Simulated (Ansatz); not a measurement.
Li vacancy + Li vacancy + Yb on the Li site in ferroelectric LiNbO3: one set of geometries, relaxed with PBE, evaluated in Ansatz (PAW, plane waves to 420 eV, 500 eV under r2SCAN) with PBE, r2SCAN.

Set-up: 120-site cell; 2×2×2 Γ-centred k-points; start: a built cluster, 5.6 Å across; charged states image-corrected; no Hubbard U; not converged in cell size; relaxed from one start, so a lower configuration may exist; flagged in the runs: a doubtful potential alignment, a host whose relaxation on this sampling wasn't shown to rest.

| quantity | PBE | r2SCAN |
|---|---|---|
| host gap (eV) | 3.53 | [?] |
| ε(+1/0) above the VBM (eV) | 0.28 | [?] |
| ε(0/−1) above the VBM (eV) | 2.11 | [?] |
| largest moment on one atom at charge +1 (μB) | 0.94 | [?] |
| neutral formation energy against bcc Li, fcc Yb (eV) | 4.15 | [?] |
| largest moment on one atom at charge 0 (μB) | 0.84 | [?] |

Task: Given the lower rungs, what does r2SCAN give?

Result: 
- host gap (eV), r2SCAN: 3.94
- ε(+1/0) above the VBM (eV), r2SCAN: 0.23
- ε(0/−1) above the VBM (eV), r2SCAN: 2.98
- largest moment on one atom at charge +1 (μB), r2SCAN: 1.06
- neutral formation energy against bcc Li, fcc Yb (eV), r2SCAN: 3.49
- largest moment on one atom at charge 0 (μB), r2SCAN: 0.93

Ansatz is an electronic-structure program.
